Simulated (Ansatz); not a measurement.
# Response to strain in CdSe

Start from CdSe in the zinc blende structure (space group F-43m, No. 216; a = 6.082 Å). Axes: x, y, z lie along the cube axes.

Strains are applied to the cell and any free atomic positions relax; under biaxial strain the out-of-plane vector relaxes too.

Level of theory: PBEsol (Ansatz, a quantum-chemistry and plane-wave program), scalar-relativistic without spin-orbit coupling.

Notes on the quantities. energy relative to the base: free energy F; pressure: mean of the normal stresses, compression positive.

| variant | energy relative to the base | band gap | pressure |
|---|---|---|---|
| base | 0 meV/atom | 0.48 eV | 0.00 GPa |
| biaxial strain −1.42 %, plane normal [110], relaxed out of plane | ___ | ___ | ___ |
| isotropic strain −0.30 % | +0.4 meV/atom | 0.50 eV | 0.48 GPa |
| isotropic strain +1.46 % | +8.3 meV/atom | 0.40 eV | -2.05 GPa |

### Question
What belongs in the blanks?

### Answer

- biaxial strain −1.42 %, plane normal [110], relaxed out of plane, energy relative to the base: +2.7 meV/atom
- biaxial strain −1.42 %, plane normal [110], relaxed out of plane, band gap: 0.45 eV
- biaxial strain −1.42 %, plane normal [110], relaxed out of plane, pressure: 0.72 GPa

Stability against distortions was not tested.
